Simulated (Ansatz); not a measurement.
The reference is GaSb in the zinc blende structure (space group F-43m, No. 216; a = 6.1324 Å). Axes: x, y, z lie along the cube axes.

Calculations: r2SCAN (Ansatz, a quantum-chemistry and plane-wave program; PAW; 500 eV plane waves; scalar-relativistic without spin-orbit coupling).

Strains are applied to the cell and any free atomic positions relax.

One change was made to it. Results:

The valence-band top at Γ (three highest levels, from the VBM) goes from 0.00, 0.00, 0.00 eV to 0.00, -0.06, -0.06 eV; the pressure (mean of the normal stresses, compression positive) rises by 0.55 GPa (0.01 GPa → 0.56 GPa); the electron mass changes from 0.023 mₑ (at Γ) to 0.025 mₑ along z, 0.028 mₑ across (at Γ); the band gap increases by 0.035 eV (0.41 eV → 0.45 eV).

**Question.** Name the change that was made.
(A) uniaxial strain ε_zz = −1.50 %
(B) uniaxial strain ε_zz = −1.00 %
(C) uniaxial strain ε_zz = −3.00 %

**Answer.** B, uniaxial strain ε_zz = −1.00 %. For comparison, the valence-band top at Γ in the other runs: uniaxial strain ε_zz = −3.00 % gives 0.00, -0.18, -0.18 eV; uniaxial strain ε_zz = −1.50 % gives 0.00, -0.09, -0.09 eV.

Spin-orbit coupling, missing from the scalar runs, can matter with Sb. Effective masses come from finite differences of ±0.01 Å⁻¹. Stability against distortions was not tested.
